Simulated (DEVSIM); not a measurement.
Device: Al0.35Ga0.65As/GaAs p-n heterojunction, at 300 K.

```
layer (left to right)        material  thickness (μm)  Nd (cm⁻³)  Na (cm⁻³)  τn (s)  τp (s)
---------------------  --------------  --------------  ---------  ---------  ------  ------
1                      Al0.35Ga0.65As           0.450          -     1.3e18  2.3e-8  2.3e-8
2                                GaAs            3.10     6.7e15          -  2.3e-8  2.3e-8
```

Left contact: ohmic. Right contact: ohmic. Voltage is applied to the left contact. Recombination: SRH at mid-gap, radiative, Auger. Mobility is μmin + (μ − μmin)/(1 + (N/Nref)^α).

The device is made up for the run: typed textbook-type constants, with dimensions and the other settings drawn at random. Values at 300 K; Nc and Nv go as T^1.5, mobilities as T to minus their exponent, the gap by Varshni's rule with the affinity fixed.

| parameter | Al0.35Ga0.65As | GaAs |
|---|---|---|
| gap (eV) | 1.8604 | 1.424 |
| affinity (eV) | 3.7935 | 4.07 |
| permittivity | 11.91 | 12.9 |
| Nc (cm⁻³) | 7.44e17 | 4.7e17 |
| Nv (cm⁻³) | 9e18 | 9e18 |
| μn (cm²/Vs) | 3495 | 8500 |
| μp (cm²/Vs) | 176 | 400 |
| μn,min | 500 | 500 |
| μp,min | 20 | 20 |
| Nref,n | 6e16 | 6e16 |
| Nref,p | 1.5e17 | 1.5e17 |
| αn | 0.39 | 0.39 |
| αp | 0.38 | 0.38 |
| T exponent of μn | 2.1 | 2.1 |
| T exponent of μp | 2.2 | 2.2 |
| B (cm³/s) | 2e-10 | 2e-10 |
| Cn (cm⁶/s) | 1e-30 | 1e-30 |
| Cp (cm⁶/s) | 1e-30 | 1e-30 |
| Varshni α (eV/K) | 0.000541 | 0.000541 |
| Varshni β (K) | 204 | 204 |

DEVSIM, 1D drift-diffusion, Boltzmann statistics, complete ionisation; no tunnelling, impact ionisation, image-force lowering or self-heating. Band offsets follow the typed affinities; no thermionic-emission limit at abrupt steps, no polarisation charge.

Base results: dark forward voltage at 100 A/cm² (V) 1.180; largest field in the device at zero bias (V/cm) 200000; dark forward voltage at 1 A/cm² (V) 1.036; potential step across the device at zero bias (V) 1.424.

**Question.** What follows from this one change: temperature 300 → 450 K?

**Answer.** dark forward voltage at 100 A/cm² 1.180 → 0.965 V; largest field in the device at zero bias little changed (190000 V/cm); dark forward voltage at 1 A/cm² 1.036 → 0.739 V; potential step across the device at zero bias 1.424 → 1.226 V.

**Question.** What follows from this one change: doping Na of layer 1 1.3e+18 → 1.3e+17 cm^-3?

**Answer.** dark forward voltage at 100 A/cm² 1.180 → 1.185 V; largest field in the device at zero bias 200000 → 68000 V/cm; dark forward voltage at 1 A/cm² little changed (1.036 V); potential step across the device at zero bias 1.424 → 1.364 V.

**Question.** What follows from this one change: minority lifetime in layer 2 2.3e-08 → 6.9e-09 s?

**Answer.** dark forward voltage at 100 A/cm² little changed (1.178 V); largest field in the device at zero bias little changed (200000 V/cm); dark forward voltage at 1 A/cm² 1.036 → 1.030 V; potential step across the device at zero bias little changed (1.424 V).
